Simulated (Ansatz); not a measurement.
Where the default PAW files enter, the runs use the earlier of Ansatz's two default sets.

Here is the system:

```
MgO
1.0
    2.96561     0.00000     0.00000
   -1.48280     2.56829     0.00000
    1.48280     0.85610     2.42141
Mg O
1 1
Direct
  0.00000   0.00000   0.00000
  0.00000   0.50000   0.50000
```

Space group of this cell: Fm-3m, rock salt. The cell is taken as given; by r2SCAN its mean pressure is 1.7 GPa.

The numbers are results of r2SCAN (plane waves, PAW; Ansatz, an electronic-structure program), not measurements.

The current runs along the normal of the first two printed vectors; no spin-orbit coupling. Scaled by the factor s: all lengths (ions clamped). Meshes 14×14×14 and 12×12 across the current in all rows.

```tsv
s	mean pressure (GPa)	band gap (eV)
0.98	13.5	?
1.00	1.7	5.78
1.02	-7.5	5.19
```

Q: Take the slope of the band gap against ln s from the two given rows, extrapolate to s = 0.98, and say what the run there gives.

A: Slope = (5.19 − 5.78) / ln 1.02 = -29.8 eV. The line gives 5.78 + (-29.8) × ln 0.98 = 6.38 eV. The run gives 6.42 eV, 0.04 eV over the line, 6 % of the predicted step.
